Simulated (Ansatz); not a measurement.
Ansatz (an electronic-structure program) run on CaIr2 (R3m, 6 atoms in the cell): self-consistent single point.

Method: PBEsol, default PAW files made with PBE (plane waves; Ansatz).

```
CaIr2
1.0
    0.00000     3.79002     3.79002
    3.79002     0.00000     3.79002
    3.79002     3.79002     0.00000
Ca Ir
2 4
Direct
  0.25381   0.25381   0.25381
  0.00000   0.00000   0.00000
  0.62500   0.62500   0.62500
  0.12500   0.62500   0.62500
  0.62500   0.62500   0.12500
  0.62500   0.12500   0.62500
```

Reference input (self-consistent single point, DFT, PBEsol, plane waves, default PAW files made with PBE): basis.ecutwfc = 420 eV; kpoints.mp_grid.grid = 5 5 5; hamiltonian.xc = pbesol; hamiltonian.pseudopotentials = {kind: paw} (the program's default PAW files); scf.occupations.method = fermi_dirac; scf.occupations.width = 0.1 eV. This run's input differs from it in these lines:

Ansatz 0.2 input:
```diff
@@ -14,3 +14,3 @@
 basis:
-  ecutwfc: 420.0
+  ecutwfc: 565.0
 kpoints:
```

Log, with long lists cut:

```
SCF iter   1: F=—  HF=-50786.104673 eV  |F-HF|=—  |Δ(HF+E_count)|=         —  Δρ=7.82e-3  dr2=6.57e-2  ethr=1.77e-3  ⟨swp⟩=8.3  Hψ=3883  notcnv=0  defer=6
all-band conjugate gradients solve this SCF's bands
preconditioner: auto → Kerker (q_TF=auto, 2.633 Å⁻¹)
SCF iter   2: F=—  HF=-50786.094323 eV  |F-HF|=—  |Δ(HF+E_count)|=   1.03e-2  Δρ=4.65e-3  dr2=3.55e-2  ethr=7.47e-5  ⟨swp⟩=1.3  Hψ=1165  notcnv=0  defer=7
   [... lines left out ...]
SCF iter   5: F=—  HF=-50786.086784 eV  |F-HF|=—  |Δ(HF+E_count)|=   3.89e-5  Δρ=2.01e-4  dr2=1.51e-4  ethr=3.80e-7  ⟨swp⟩=1.1  Hψ=994  notcnv=0  defer=8
SCF iter   6: F=—  HF=-50786.086760 eV  |F-HF|=—  |Δ(HF+E_count)|=   2.40e-5  Δρ=9.93e-5  dr2=3.01e-5  ethr=1.71e-7  ⟨swp⟩=1.7  Hψ=1011  notcnv=0  defer=8
SCF iter   7: F=—  HF=-50786.086960 eV  |F-HF|=—  |Δ(HF+E_count)|=   2.00e-4  Δρ=9.08e-6  dr2=1.79e-7  ethr=3.42e-8  ⟨swp⟩=2.0  Hψ=1320  notcnv=0  defer=7
SCF iter   8: F=-50786.086960 eV  HF=-50786.086960 eV  |F-HF|=2.93e-9  |Δ(HF+E_count)|=   3.73e-8  Δρ=1.94e-6  dr2=4.94e-9  ethr=1.14e-10  ⟨swp⟩=8.0  Hψ=3749  notcnv=0
SCF 1 converged in 8 iterations: F = -50786.086960 eV  dr2 = 4.94e-9
Free energy (F): -50786.086960 eV
Internal energy: -50785.892652 eV  (E = F + TS)
E sigma→0 (E₀):  -50785.989806 eV
Entropy (-TS):   -0.194307 eV (-32.385 meV/atom)
Fermi energy:    16.470842 eV
--- Forces (eV/Å), atoms counted from 1 ---
  atom   1  Ca    -0.16440275    -0.16440275    -0.16440275
  atom   2  Ca     0.04854724     0.04854724     0.04854724
  atom   3  Ir    -0.00451426    -0.00451426    -0.00451426
  atom   4  Ir     0.06341432     0.02848016     0.02848016
  atom   5  Ir     0.02848016     0.02848016     0.06341432
  atom   6  Ir     0.02848016     0.06341432     0.02848016
--- Stress (GPa, compression-positive) ---
       -6.180523      -0.041837      -0.041837
       -0.041837      -6.180523      -0.041837
       -0.041837      -0.041837      -6.180523
  P = ⅓ Tr σ = -6.1805 GPa (-61.805 kbar)
  The stress holds the Pulay correction. Without it, at fixed plane waves, as pw.x and ABINIT print it: P = -6.1855 GPa
```

The run converged in 8 iterations. Against the reference run the free energy goes down by 1.6 meV/atom, the pressure moves little (-6.16 to -6.18 GPa) and the largest force stays at 0.285 eV/Å.

The starting cell comes from a database of computed structures (which also holds hypothetical and non-ambient phases and stackings), without a prior relaxation at this level. Its lattice was rescaled by up to half a per cent. One atom was moved a little off its site on purpose. Spin polarisation is off. Ansatz's pressure includes its estimate of the finite-basis (Pulay) stress.
